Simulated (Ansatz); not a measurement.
Ti, response to strain

Take Ti in the hcp (Mg type) structure (space group P6_3/mmc, No. 194) as the base.

```xyz
2
Lattice="2.9359 0.0000 0.0000 -1.4680 2.5426 0.0000 0.0000 0.0000 4.6364" Properties=species:S:1:pos:R:3 pbc="T T T"
Ti     0.0000     1.6951     3.4773
Ti     1.4680     0.8475     1.1591
```

Cartesian axes are those of the cell as printed.

Strains are applied to the cell and any free atomic positions relax.

Method: r2SCAN (Ansatz, an electronic-structure program), no SOC.

Candidates:
(a) uniaxial strain ε_zz = +3.35 %
(b) tensor shear ε_yz = −2.90 %
(c) tensor shear ε_yz = +0.72 %

Notes on the quantities. energy relative to the base: free energy F.

Task: Order them by energy relative to the base, highest first.

Result: (a) uniaxial strain ε_zz = +3.35 % (+11 meV/atom), (b) tensor shear ε_yz = −2.90 % (+9.1 meV/atom), (c) tensor shear ε_yz = +0.72 % (+0.6 meV/atom)

Without a gap, meshes like the base's 18×18×10 leave anisotropic stresses uncertain by several tenths of a GPa, and small strain energies with them. No phonon test of stability was made. All final runs are without spin polarisation.
